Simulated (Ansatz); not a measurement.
Amorphous Si16Al8O44

The cell was made by melting and quenching with the CHGNet potential and then relaxed with DFT. O atoms were pushed apart under 1.9 Å during the dynamics, to hinder bonds among them. The hot cell started wider than the set density and was brought back towards it in steps. It is the lowest in DFT energy of 2 quenches. It is a model cell: composition and starting density were chosen by hand, and all elements were melted together. No dispersion term was used.

Methods: PBE, scalar-relativistic without spin-orbit coupling (Ansatz, a first-principles code); HSE06, scalar-relativistic without spin-orbit coupling (Ansatz). Geometry, pressure, stress and energy are those of the PBE run. Its sampling: a 2×2×2 Γ-centred mesh; Fermi-Dirac width 0.02 eV; no spin polarisation. Other functionals are single points at the zone centre (r2SCAN at 500 eV; exact exchange cut at the cell's faces), free to take moments where seeds were set. At PBE the levels at the filled edge of the gap are localised (band-tail or defect states), and the nearest spread-out levels lie 5.0 eV apart at the zone centre.

The number of atoms in the cell is 68 and the density (held, not predicted) is 2.73 g/cm³. The volume per atom is 12.25 Å³ and the pressure on a 2×2×2 Γ-centred mesh is 5.39 GPa. The largest force and stress component on that mesh (the relaxation ran on the zone centre alone) is 0.02 eV/Å and 6.9 GPa, the energy relative to alpha cristobalite + corundum (lowest mix at this level among the phases computed, not always the ambient ones) is 0.147 eV/atom and the level gap on a 2×2×2 Γ-centred mesh (PBE) is 4.31 eV. The level gap at the zone centre (PBE) is 4.32 eV and the level gap at the zone centre (HSE06) comes out as 6.10 eV.

Cut-offs for bonds: Si-Si 2.60 Å, Si-Al 2.55 Å, Si-O 1.96 Å, Al-Al 2.66 Å, Al-O 2.20 Å, O-O 1.58 Å. Two cations that share two anions don't count as bonded, nor two that share one unless they lie closer than Si-Si 2.38 Å, Si-Al 2.48 Å, Al-Al 2.59 Å.

```yaml
Mean coordination of Si by anions: 4.00 (16 with 4)
Mean coordination of Al by anions: 4.12 (7 with 4, 1 with 5)
Mean coordination of O: 2.20 (35 with 2, 9 with 3)
Mean Si-O bond: 1.634 Å (spread 0.053 Å, 64 counted)
Mean Al-O bond: 1.788 Å (spread 0.095 Å, 33 counted)
```

Its density started from a set value of 2.73 g/cm³. Cooling (nominally 140 K/ps over its main leg) ran many orders faster than in experiment, which tends to leave more defects and strain. A cell of this size samples the disorder only roughly. The volume was held where the preparation left it, at a PBE pressure of 5.4 GPa. Stress components on the final sampling reach 6.9 GPa.
